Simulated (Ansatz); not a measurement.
We look at the energy of the reaction as written. Reaction: 4/9 cell B + 5/9 Cl2 (gas) → cell A. The sign is products less reactants.

Cell A: a slab of Al (fcc, Fm-3m) cut along (111), 30 atoms, hexagonal cell of 5.71 Å (28.3 Å²), symmetry P-3m1 within 0.02 Å, 18.0 Å thick under 15 Å of vacuum, in-plane vectors held at the crystal's; planes from bottom to top: Cl | Al4 × 7 | Cl; added, foreign or displaced atoms, above the top plane and below the bottom plane: two times Cl bound to 3 Al at 2.62 Å; spin state with PBE: run without spin, k-point mesh 9×9×1.
```
CELL_PARAMETERS angstrom
      5.71499     0.00000     0.00000
      2.85750     4.94933     0.00000
      0.00000     0.00000    32.78253
ATOMIC_POSITIONS crystal
  Al 0.00579 0.00579 0.28603
  Al 0.16667 0.16667 0.35980
  Al 0.83119 0.33441 0.42885
  Al 0.00000 0.00000 0.50000
  Al 0.16667 0.16667 0.57134
  Al 0.83571 0.33214 0.64269
  Al 0.99421 0.99421 0.71397
  Al 0.00579 0.48842 0.28603
  Al 0.16429 0.66786 0.35731
  Al 0.83333 0.83333 0.42866
  Al 0.00000 0.50000 0.50000
  Al 0.16881 0.66559 0.57115
  Al 0.83333 0.83333 0.64020
  Al 0.99421 0.51158 0.71397
  Al 0.48842 0.00579 0.28603
  Al 0.66786 0.16429 0.35731
  Al 0.33441 0.33441 0.42885
  Al 0.50000 0.00000 0.50000
  Al 0.66559 0.16881 0.57115
  Al 0.33214 0.33214 0.64269
  Al 0.51158 0.99421 0.71397
  Al 0.50000 0.50000 0.28809
  Al 0.66786 0.66786 0.35731
  Al 0.33441 0.83119 0.42885
  Al 0.50000 0.50000 0.50000
  Al 0.66559 0.66559 0.57115
  Al 0.33214 0.83571 0.64269
  Al 0.50000 0.50000 0.71191
  Cl 0.16667 0.16667 0.77460
  Cl 0.83333 0.83333 0.22540
```

Cell B: a slab of Al (fcc, Fm-3m) cut along (111), 65 atoms, hexagonal cell of 8.57 Å (63.6 Å²), symmetry C2/m within 0.02 Å, 18.1 Å thick under 15 Å of vacuum, in-plane vectors held at the crystal's; planes from bottom to top: Cl | Al9 × 7 | Cl; added, foreign or displaced atoms, above the top plane and below the bottom plane: two times Cl bound to 3 Al at 2.64–2.66 Å; spin state with PBE: run without spin, k-point mesh 5×5×1.
```
Al63Cl2
1.0
    8.57249     0.00000     0.00000
    4.28625     7.42399     0.00000
    0.00000     0.00000    32.78253
Al Cl
63 2
Direct
  0.00367   0.00367   0.28528
  0.11069   0.11069   0.35869
  0.88852   0.22201   0.42902
  0.00000   0.00000   0.50000
  0.11126   0.11126   0.57112
  0.89143   0.22080   0.64249
  0.99633   0.99633   0.71472
  0.00056   0.33223   0.28595
  0.11119   0.44396   0.35870
  0.88772   0.55616   0.42885
  0.99974   0.33373   0.50001
  0.11228   0.44384   0.57115
  0.88881   0.55604   0.64130
  0.99579   0.34204   0.71439
  0.00421   0.65796   0.28561
  0.10857   0.77920   0.35751
  0.88874   0.88874   0.42888
  0.00026   0.66627   0.49999
  0.11148   0.77799   0.57098
  0.88931   0.88931   0.64131
  0.99944   0.66777   0.71405
  0.33223   0.00056   0.28595
  0.44396   0.11119   0.35870
  0.22191   0.22191   0.42883
  0.33373   0.99974   0.50001
  0.44384   0.11228   0.57115
  0.22129   0.22129   0.64239
  0.34204   0.99579   0.71439
  0.33270   0.33270   0.28586
  0.44389   0.44389   0.35816
  0.22213   0.55615   0.42885
  0.33344   0.33344   0.49996
  0.44448   0.44448   0.57164
  0.22137   0.55683   0.64177
  0.33449   0.33449   0.71253
  0.33382   0.66634   0.28702
  0.44317   0.77863   0.35823
  0.22201   0.88852   0.42902
  0.33361   0.66639   0.50000
  0.44385   0.77787   0.57115
  0.22080   0.89143   0.64249
  0.33366   0.66618   0.71298
  0.65796   0.00421   0.28561
  0.77920   0.10857   0.35751
  0.55615   0.22213   0.42885
  0.66627   0.00026   0.49999
  0.77799   0.11148   0.57098
  0.55683   0.22137   0.64177
  0.66777   0.99944   0.71405
  0.66634   0.33382   0.28702
  0.77863   0.44317   0.35823
  0.55552   0.55552   0.42836
  0.66639   0.33361   0.50000
  0.77787   0.44385   0.57115
  0.55611   0.55611   0.64184
  0.66618   0.33366   0.71298
  0.66551   0.66551   0.28747
  0.77871   0.77871   0.35761
  0.55616   0.88772   0.42885
  0.66656   0.66656   0.50004
  0.77809   0.77809   0.57117
  0.55604   0.88881   0.64130
  0.66730   0.66730   0.71414
  0.11325   0.11325   0.77601
  0.88675   0.88675   0.22399
```

Reference: an isolated Cl2 molecule (singlet) in a box of 11 × 11 × 14 Å.

All numbers come from Ansatz (a program for electronic structure), plane waves with PAW, its default PAW set, cutoff 420 eV, 500 eV for r2SCAN. The structures are at rest with PBE, within the held lattices; other levels are single points on them. Neutral cells; Fermi-Dirac smearing of at most 0.10 eV in the solids, energies taken to zero width. The lattices are those relaxed with PBE, so at other levels the solids can be strained, which adds to the spread. Larger cells are relaxed from a start prepared with the learned potential CHGNet, on a coarser mesh till forces fall under 0.03 eV/Å, which some starts already meet. A dispersion term (D3(BJ), or D4 for r2SCAN) was computed beside these levels and is taken off wherever the name lacks it. Nuclei at rest; no vibrational terms. No structure search was made; lower ones may exist. Values are for these cell sizes. The cells' k-point meshes differ in density, so the last digit is unsettled. Cell A has symmetry P-3m1 within 0.02 Å and got no random move, so less symmetric positions, which may lie lower, weren't tried. Cell B has symmetry C2/m within 0.02 Å and got no random move, so less symmetric positions, which may lie lower, weren't tried.

Estimate the value that r2SCAN returns for this input.

-2.15 eV, for 4/9 cell B + 5/9 Cl2 (gas) → cell A.

List the value at the remaining levels and say how far they part.


| Method | value (eV) | less r2SCAN |
|---|---|---|
| PBE | -1.99 | 0.16 |

The levels shown span 0.16 eV, from r2SCAN (-2.15) to PBE (-1.99).
